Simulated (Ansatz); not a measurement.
Worked example: relaxation of the atoms of LiMg (P1, 6 atoms in the cell) in Ansatz (a quantum-chemistry and plane-wave program).

Method: PBEsol, default PAW files made with PBE (plane waves; Ansatz).

The change in words: atoms moved at random; scf.convergence.dr2_threshold: default (1e-07 eV) → 0.001 eV; relax: default → atoms; relax.f_tol: default → 0.03 eV/Å. Reference geometry:
```xyz
6
Lattice="5.0177 0.0000 0.0000 0.0000 4.6393 2.6933 0.0000 -4.6393 2.6933" Properties=species:S:1:pos:R:3 pbc="T T T"
Li     0.0000     0.0000     1.7976
Li     2.5089    -1.5465     2.6978
Li     2.5089     1.5465     2.6978
Mg     0.0000     1.5646     4.4685
Mg     0.0000    -1.5646     4.4685
Mg     2.5089     0.0000     0.0296
```

Reference input (self-consistent single point, DFT, PBEsol, plane waves, default PAW files made with PBE): kpoints.mp_grid.grid = 5 5 5; kpoints.mp_grid.shift = 0.5 0.5 0.5; hamiltonian.xc = pbesol; hamiltonian.pseudopotentials = {kind: paw} (the program's default PAW files); scf.occupations.method = gaussian; scf.occupations.width = 0.136 eV. This run's input differs from it in these lines:

Ansatz 0.2 input:
```diff
@@ -6,8 +6,8 @@
   atoms:
-    - { symbol: Li, position: [0.00000000, 0.33371000, 0.33371000] }
-    - { symbol: Li, position: [0.50000000, 0.33416000, 0.66750000] }
-    - { symbol: Li, position: [0.50000000, 0.66750000, 0.33416000] }
-    - { symbol: Mg, position: [0.00000000, 0.99819000, 0.66093000] }
-    - { symbol: Mg, position: [0.00000000, 0.66093000, 0.99819000] }
-    - { symbol: Mg, position: [0.50000000, 0.00550000, 0.00550000] }
+    - { symbol: Li, position: [-0.00668900, 0.33131500, 0.32952500] }
+    - { symbol: Li, position: [0.49918700, 0.31683500, 0.66977900] }
+    - { symbol: Li, position: [0.50115000, 0.66940700, 0.33296600] }
+    - { symbol: Mg, position: [-0.00119900, 0.99154000, 0.65654800] }
+    - { symbol: Mg, position: [-0.00694100, 0.67120500, 1.00281400] }
+    - { symbol: Mg, position: [0.51449100, 0.01968900, 0.00835900] }
 kpoints:
@@ -19,2 +19,5 @@
   occupations: { method: gaussian, width: 0.136 }
+  convergence: { dr2_threshold: 1.0e-03 eV }
+relax:
+  f_tol: 0.03
 output:
```

Output (repeated stretches shortened):

```
   [... SCF lines of the steps left out ...]
relax step   1: F+E_penalty+E_count = -6345.33524046 eV  Δ(F+E_penalty+E_count) = +0.000e0 eV  max|allowed force component| = 3.035e-1 eV/Å  Δτ_max = 0.0000 Å  (6 SCF iters, accepted)
relax step   2: F+E_penalty+E_count = -6345.36507503 eV  Δ(F+E_penalty+E_count) = -2.983e-2 eV  max|allowed force component| = 1.281e-1 eV/Å  Δτ_max = 0.1633 Å  (4 SCF iters, accepted)
relax step   3: F+E_penalty+E_count = -6345.37574360 eV  Δ(F+E_penalty+E_count) = -1.067e-2 eV  max|allowed force component| = 8.176e-3 eV/Å  Δτ_max = 0.0516 Å  (3 SCF iters, accepted)
Stability not checked: this state was not tested for a lower state beside it, because too few of the mixer's solves of this state at the end of the SCF gave a …
Free energy (F): -6345.375744 eV
Internal energy: -6345.355192 eV  (E = F + TS)
E sigma→0 (E₀):  -6345.365468 eV
Entropy (-TS):   -0.020552 eV (-3.425 meV/atom)
Fermi energy:    3.532154 eV
--- Forces (eV/Å), atoms counted from 1 ---
  atom   1  Li    -0.00469256     0.00173403    -0.00245722
  atom   2  Li     0.00388790    -0.00828914    -0.00383969
  atom   3  Li     0.00248213     0.00199964     0.00061975
  atom   4  Mg     0.00049808     0.00232148    -0.00170840
  atom   5  Mg    -0.00233755    -0.00098003    -0.00052761
   [... lines left out ...]
    - { symbol: Li, position: [0.49996152064402727, 0.6731400411227723, 0.3384918964369247] }
    - { symbol: Mg, position: [-0.00016200861485704744, 0.994161143212859, 0.6559242507920344] }
    - { symbol: Mg, position: [6.726466922798783e-5, 0.6555943765989976, 0.9944452979807419] }
    - { symbol: Mg, position: [0.5000365017697675, 0.009662344399730436, 0.009632890961273774] }
```

The run converged.  The full log also holds: “iter 4 did not close the SCF: its close was put off for the readings that it lacked (scf_convergence_deferred on its scf_iter line)”. The full log also holds: “iter 5 did not close the SCF: its close was put off for the readings that it lacked (scf_convergence_deferred on its scf_iter line)”.

Summary of the result:
```
Quantity                                                 Value
-----------------------------------------------  -------------
Free energy E − TS (on the zero of these files)  -6345.3757 eV
Fermi level (on the code's own zero)                   3.53 eV
Pressure                                             -0.17 GPa
Largest force (vector length)                       0.010 eV/Å
Relaxation steps                                             3
```

The starting cell comes from a database of computed structures (which also holds hypothetical and non-ambient phases and stackings), without a prior relaxation at this level. For this run, on top of that: atoms moved at random. Ansatz's pressure includes its estimate of the finite-basis (Pulay) stress.

Cost on one core of a shared machine: roughly 50 s.
